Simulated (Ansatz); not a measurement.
# Response to strain in SiC

Base system: SiC (space group P6_3mc, No. 186; a = 3.0781 Å, c = 10.0760 Å). Axes: x lies along a and z along c of the hexagonal cell.

Strains are applied to the cell and any free atomic positions relax.

Method: PBEsol in Ansatz (plane waves to 420 eV, PAW, scalar-relativistic without spin-orbit coupling).

Notes on the quantities. energy relative to the base: free energy F; pressure: mean of the normal stresses, compression positive.

| variant | shortest interatomic distance | smallest direct gap | energy relative to the base | pressure |
|---|---|---|---|---|
| base | 3.559 bohr | 3.24 eV | 0 meV/atom | -0.01 GPa |
| tensor shear ε_xz = +0.80 % | ? | ? | ? | 0.00 GPa |
| tensor shear ε_xz = +0.40 % | 3.555 bohr | 3.24 eV | +0.3 meV/atom | 0.00 GPa |
| tensor shear ε_xz = +1.60 % | 3.544 bohr | 3.19 eV | +5.2 meV/atom | 0.02 GPa |
| tensor shear ε_xz = +1.20 % | 3.548 bohr | 3.21 eV | +2.9 meV/atom | 0.01 GPa |
| tensor shear ε_xz = +2.00 % | 3.541 bohr | 3.16 eV | +8.1 meV/atom | 0.04 GPa |

Complete the table.


- tensor shear ε_xz = +0.80 %, shortest interatomic distance: 3.551 bohr
- tensor shear ε_xz = +0.80 %, smallest direct gap: 3.23 eV
- tensor shear ε_xz = +0.80 %, energy relative to the base: +1.3 meV/atom

Stability against distortions was not tested.

Ansatz is a first-principles code.
